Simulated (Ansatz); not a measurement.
ZnS (R3m, No. 160, 36 atoms in the cell; start mp-1201158; a measured phase of this formula has another space group), treated with r²SCAN+rVV10 (PAW; Ansatz, a quantum-chemistry and plane-wave program).

Settings: plane-wave cutoff 560 eV, 8×8×8 k mesh, Fermi–Dirac smearing 0.01 eV, scalar-relativistic PAW data made under PBE.

Cell (relaxed at this level):

```cif
data_S54Zn54
_chemical_formula_sum 'Zn54 S54'
_space_group_name_H-M_alt 'R3m :H'
_space_group_IT_number 160
_space_group_name_Hall 'R 3 -2"'
_cell_length_a 3.79405
_cell_length_b 3.79405
_cell_length_c 167.60588
_cell_angle_alpha 90.000
_cell_angle_beta 90.000
_cell_angle_gamma 120.000
loop_
_atom_site_label
_atom_site_type_symbol
_atom_site_symmetry_multiplicity
_atom_site_Wyckoff_symbol
_atom_site_fract_x
_atom_site_fract_y
_atom_site_fract_z
_atom_site_occupancy
Zn1 Zn 3 a 0.00000 0.00000 0.99995 1
Zn2 Zn 3 a 0.00000 0.00000 0.94443 1
Zn3 Zn 3 a 0.00000 0.00000 0.88893 1
Zn4 Zn 3 a 0.00000 0.00000 0.85186 1
Zn5 Zn 3 a 0.00000 0.00000 0.75926 1
Zn6 Zn 3 a 0.00000 0.00000 0.72220 1
Zn7 Zn 3 a 0.00000 0.00000 0.62959 1
Zn8 Zn 3 a 0.00000 0.00000 0.57409 1
Zn9 Zn 3 a 0.00000 0.00000 0.50004 1
Zn10 Zn 3 a 0.00000 0.00000 0.46295 1
Zn11 Zn 3 a 0.00000 0.00000 0.40740 1
Zn12 Zn 3 a 0.00000 0.00000 0.35185 1
Zn13 Zn 3 a 0.00000 0.00000 0.31476 1
Zn14 Zn 3 a 0.00000 0.00000 0.25926 1
Zn15 Zn 3 a 0.00000 0.00000 0.20373 1
Zn16 Zn 3 a 0.00000 0.00000 0.14818 1
Zn17 Zn 3 a 0.00000 0.00000 0.11109 1
Zn18 Zn 3 a 0.00000 0.00000 0.03704 1
S1 S 3 a 0.00000 0.00000 0.98606 1
S2 S 3 a 0.00000 0.00000 0.93056 1
S3 S 3 a 0.00000 0.00000 0.87506 1
S4 S 3 a 0.00000 0.00000 0.83800 1
S5 S 3 a 0.00000 0.00000 0.74539 1
S6 S 3 a 0.00000 0.00000 0.70834 1
S7 S 3 a 0.00000 0.00000 0.61572 1
S8 S 3 a 0.00000 0.00000 0.56022 1
S9 S 3 a 0.00000 0.00000 0.48617 1
S10 S 3 a 0.00000 0.00000 0.44906 1
S11 S 3 a 0.00000 0.00000 0.39351 1
S12 S 3 a 0.00000 0.00000 0.33796 1
S13 S 3 a 0.00000 0.00000 0.30089 1
S14 S 3 a 0.00000 0.00000 0.24539 1
S15 S 3 a 0.00000 0.00000 0.18984 1
S16 S 3 a 0.00000 0.00000 0.13429 1
S17 S 3 a 0.00000 0.00000 0.09722 1
S18 S 3 a 0.00000 0.00000 0.02317 1
```
(The calculation used a cell of 36 atoms; values per cell refer to that cell.)

**Question.** What does this level give for the band gap?

**Answer.** 
band gap: 2.73 eV (direct)

Static lattice: no zero-point or thermal effects.

Computing time: very roughly 80 core-minutes.

A start named mp-… is a Materials Project structure, which need not be a measured phase.
